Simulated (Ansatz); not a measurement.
Ag, pressure series

The reference is Ag in the fcc (Cu type) structure (space group Fm-3m, No. 225; a = 4.1492 Å).

Cell and atoms are relaxed at each pressure.

Calculations: PBE (Ansatz, a program for electronic structure; PAW; 420 eV plane waves; no spin-orbit coupling), earlier PAW set.

```tsv
pressure (GPa)	volume per atom (Å³/atom)
-2	18.286
-1	18.063
0	17.858
0.9	?
4.5	17.089
9	16.492
15	15.864
22.5	15.247
30	14.747
```

Problem. Fit the third-order Birch–Murnaghan form P(V) = (3B₀/2)[(V₀/V)^(7/3) − (V₀/V)^(5/3)]·[1 + (3/4)(B₀′ − 4)((V₀/V)^(2/3) − 1)] (squares taken in P) to the rows shown and predict the withheld row.

Solution. Least squares on the printed values gives V₀ = 17.856 Å³/atom, B₀ = 89.8 GPa, B₀′ = 5.9; this predicts 17.683 Å³/atom, and the run gives 17.688 Å³/atom, 0.005 higher.

Measured bulk modulus of Ag: 110 GPa (static lattice; corrected from measurement; as listed in H. Levämäki et al., Physical Review B (2014)); the computed value is 18 % below it.

Load acts through the strain it causes; cell and atoms are relaxed under it. No phonon test of stability was made. No other phases were tried under pressure.
